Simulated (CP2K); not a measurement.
Worked example: self-consistent single point of BP (F-43m, 2 atoms in the cell) in CP2K

Method of the run: PBE, GPW, DZVP-MOLOPT-SR-GTH basis, GTH-PBE potentials (GTH_POTENTIALS) (CP2K).

Input as run:

```
&GLOBAL
  PROJECT bp
  RUN_TYPE ENERGY_FORCE
  PRINT_LEVEL MEDIUM
&END GLOBAL
&FORCE_EVAL
  METHOD Quickstep
  STRESS_TENSOR ANALYTICAL
  &DFT
    BASIS_SET_FILE_NAME BASIS_MOLOPT
    POTENTIAL_FILE_NAME GTH_POTENTIALS
    &QS
      METHOD GPW
      EPS_DEFAULT 1E-10
    &END QS
    &MGRID
      CUTOFF 400
      REL_CUTOFF 50
      NGRIDS 4
    &END MGRID
    &SCF
      SCF_GUESS ATOMIC
      EPS_SCF 1E-6
      MAX_SCF 100
      ADDED_MOS 4
      &DIAGONALIZATION
        ALGORITHM STANDARD
      &END DIAGONALIZATION
      &MIXING
        METHOD BROYDEN_MIXING
        ALPHA 0.4
        NBUFFER 8
        BETA 1
      &END MIXING
    &END SCF
    &KPOINTS
      SCHEME MONKHORST-PACK 11 11 11
    &END KPOINTS
    &XC
      &XC_FUNCTIONAL PBE
      &END XC_FUNCTIONAL
    &END XC
    &PRINT
      &MO
        EIGENVALUES T
        OCCUPATION_NUMBERS T
        NDIGITS 8
        FILENAME mo
        &EACH
          QS_SCF 0
        &END EACH
        ADD_LAST NUMERIC
      &END MO
      &MULLIKEN ON
      &END MULLIKEN
    &END PRINT
  &END DFT
  &SUBSYS
    &CELL
      A 3.13164000 0.00000000 0.00000000
      B 1.56582000 2.71208000 0.00000000
      C 1.56582000 0.90402700 2.55697300
      PERIODIC XYZ
    &END CELL
    &COORD
      B        0.00000000     0.00000000     0.00000000
      P        1.56582000     0.90402675     0.63924325
    &END COORD
    &KIND B
      BASIS_SET DZVP-MOLOPT-SR-GTH
      POTENTIAL GTH-PBE-q3
    &END KIND
    &KIND P
      BASIS_SET DZVP-MOLOPT-SR-GTH
      POTENTIAL GTH-PBE-q5
    &END KIND
  &END SUBSYS
  &PRINT
    &FORCES ON
    &END FORCES
    &STRESS_TENSOR ON
    &END STRESS_TENSOR
  &END PRINT
&END FORCE_EVAL
```

Output (repeated stretches shortened):

```
 GLOBAL| Method name                                                        CP2K
 GLOBAL| Project name                                                         bp
 GLOBAL| Run type                                                   ENERGY_FORCE

 CELL| Volume [angstrom^3]:                                            21.717032
 CELL| Vector a [angstrom]:       3.132     0.000     0.000   |a| =     3.131640
 CELL| Vector b [angstrom]:       1.566     2.712     0.000   |b| =     3.131640
 CELL| Vector c [angstrom]:       1.566     0.904     2.557   |c| =     3.131640
 CELL| Angle (b,c), alpha [degree]:                                    59.999991
 CELL| Angle (a,c), beta  [degree]:                                    59.999998
 CELL| Angle (a,b), gamma [degree]:                                    60.000002
 CELL| Numerically orthorhombic:                                              NO
 CELL| Periodicity                                                           XYZ

 DFT| Spin restricted Kohn-Sham (RKS) calculation                            RKS
 DFT| Multiplicity                                                             1
 DFT| Number of spin states                                                    1
 DFT| Charge                                                                   0
 DFT| XC density smoothing                                                  NONE
 DFT| XC derivatives                                                          PW

 QS| Method:                                                                 GPW
 QS| Density plane wave grid type                        NON-SPHERICAL FULLSPACE
 QS| Number of grid levels:                                                    4
 QS| Density cutoff [a.u.]:                                                200.0
 QS| Multi grid cutoff [a.u.]: 1) grid level                               200.0
   [... lines left out ...]
 BRILLOUIN| Wavefunction type                                            COMPLEX
 BRILLOUIN| List of Kpoints [2 Pi/Bohr]                                      666
 BRILLOUIN| Number           Weight            X              Y              Z
 BRILLOUIN|     1           0.00150       -0.45455       -0.45455       -0.45455
 BRILLOUIN|     2           0.00150       -0.45455       -0.45455       -0.36364
 BRILLOUIN|     3           0.00150       -0.45455       -0.45455       -0.27273
   [... 663 lines left out ...]
 *******************************************************************************

 Extrapolation method: initial_guess

 Re-scaling the density matrix to get the right number of electrons
                  # Electrons              Trace(P)               Scaling factor
                            8                 8.000                        1.000

 Number of electrons:                                                          8
 Number of occupied orbitals:                                                  4
 Number of molecular orbitals:                                                 8

 Number of orbital functions:                                                 26
 Number of independent orbital functions:                                     26
 SCF WAVEFUNCTION OPTIMIZATION

  Step     Update method      Time    Convergence         Total energy    Change
     1 NoMix/Diag. 0.40E+00      -     1.26797513        -9.7157289063 -9.72E+00
     2 Broy./Diag. 0.40E+00      -     0.15214252        -9.2001531170  5.16E-01
     3 Broy./Diag. 0.40E+00      -     0.13176646        -9.3292411510 -1.29E-01
     4 Broy./Diag. 0.40E+00      -     0.03995970        -9.4155746807 -8.63E-02
     5 Broy./Diag. 0.40E+00      -     0.00434325        -9.4458117341 -3.02E-02
     6 Broy./Diag. 0.40E+00      -     0.00083909        -9.4520018641 -6.19E-03
     7 Broy./Diag. 0.40E+00      -     0.00005993        -9.4520296379 -2.78E-05
     8 Broy./Diag. 0.40E+00      -     0.00004173        -9.4521911541 -1.62E-04
     9 Broy./Diag. 0.40E+00      -     0.00000129        -9.4522168771 -2.57E-05
    10 Broy./Diag. 0.40E+00      -     0.00000049        -9.4522250265 -8.15E-06
  *** SCF run converged in    10 steps ***

  Electronic density on regular grids:         -8.0000000000        0.0000000000
  Core density on regular grids:                7.9999999987       -0.0000000013
  Total charge density on r-space grids:       -0.0000000013
  Total charge density g-space grids:          -0.0000000013

  Overlap energy of the core charge distribution:               0.00000002612834
  Self energy of the core charge distribution:                -22.46029897054840
  Core Hamiltonian energy:                                      5.79260998487552
  Hartree energy:                                              10.08625994767762
  Exchange-correlation energy:                                 -2.87079601461589

  Total energy:                                                -9.45222502648283

                     Mulliken Population Analysis

 #  Atom  Element  Kind  Atomic population                           Net charge
       1     B        1          3.251140                             -0.251140
       2     P        2          4.748860                              0.251140
 # Total charge                              8.000000                 -0.000000

 ENERGY| Total FORCE_EVAL ( QS ) energy [hartree]             -9.452224926100602

 FORCES| Atomic forces [hartree/bohr]
 FORCES|   Atom     x               y               z               |f|
 FORCES|      1  2.78175325E-11  7.95625311E-09  2.90041427E-08   3.00756218E-08
 FORCES|      2 -2.97079708E-11 -7.92250165E-09 -2.90671460E-08   3.01274940E-08
 FORCES| Sum    -1.89043835E-12  3.37514640E-11 -6.30033682E-11
 FORCES| Total atomic force                                       7.14993670E-11

 STRESS| Analytical stress tensor [bar]
 STRESS|                        x                   y                   z
 STRESS|      x        1.50056237967E+05   2.88565577108E-03   2.04046836697E-03
 STRESS|      y        2.88565577108E-03   1.50055809878E+05  -8.46453346759E-01
 STRESS|      z        2.04046836697E-03  -8.46453346759E-01   1.50057140017E+05
 STRESS| 1/3 Trace                                             1.50056395954E+05
```

The run converged in 10 iterations.

The starting cell comes from a database of computed structures (which also holds hypothetical and non-ambient phases and stackings), without a prior relaxation at this level. Its lattice was rescaled by a random factor within 2.5 % of one. Values carry the incompleteness of an atom-centred basis. With a pressure of about 15 GPa the cell is away from its equilibrium volume at this level.

Cost on one core of a shared machine: roughly 2 min.
